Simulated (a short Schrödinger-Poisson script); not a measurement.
## MOS inversion layer, SiO2 on p-type GaN

Stack: MOS inversion layer, SiO2 on p-type GaN, at 300 K.

| layer | material | thickness (nm) | Na (cm⁻³) |
|---|---|---|---|
| 1 | SiO2 | 2.4 | - |
| 2 | GaN | 1700 | 1.3e17 |

The device is made up for the run: typed textbook-type constants, with dimensions and the other settings drawn at random. SiO2: permittivity 3.9, conduction-band edge (eV) 3.2, gap (eV) 9, electron mass (mₑ) 0.5. GaN: permittivity 9.5, conduction-band edge (eV) 0, gap (eV) 3.43, Nv at 300 K (cm⁻³) 4.6e19.

Channel valleys (confinement mass, in-plane density-of-states mass, number): Γ 0.2, 0.2, 1. At the gate the conduction-band edge of layer 1 lies 3.45 eV − eVg above the Fermi level of the channel; the field vanishes at the back. Gaps are held at their typed values at every temperature. Mesh 0.03 nm at interfaces.

From a short Schrödinger-Poisson script (our own, NumPy): 1D Poisson equation in equilibrium, electrons quantum, Hartree (BenDaniel-Duke, 12 states a valley, the channel's in-plane mass for all, wave functions free to enter the dielectric), parabolic valleys, classical holes, full ionisation, no traps, pinning or gate leakage.

```tsv
Vg (V)	electrons (cm⁻²)	C (μF/cm²)	Γ E0 (meV)	Γ E1 (meV)
0.3	1.02e7	0.0515	317.3	431.3
0.5	1.48e10	0.128	129.1	245.5
0.7	6.73e11	0.873	26.3	148.1
0.9	1.87e12	1.02	-7.8	121.2
1.1	3.17e12	1.07	-30.7	105.5
1.3	4.53e12	1.10	-50.0	93.1
1.5	5.91e12	1.12	-67.8	82.0
1.7	7.31e12	1.13	-84.9	71.6
1.9	8.73e12	1.14	-101.6	61.6
```

Gate voltages with under 1e6 electrons/cm² are left out.

Subbands count from the Fermi level.

In real p-type GaN the Mg acceptor is only partly ionised, and so wide a gap doesn't supply an inversion layer without source and drain.
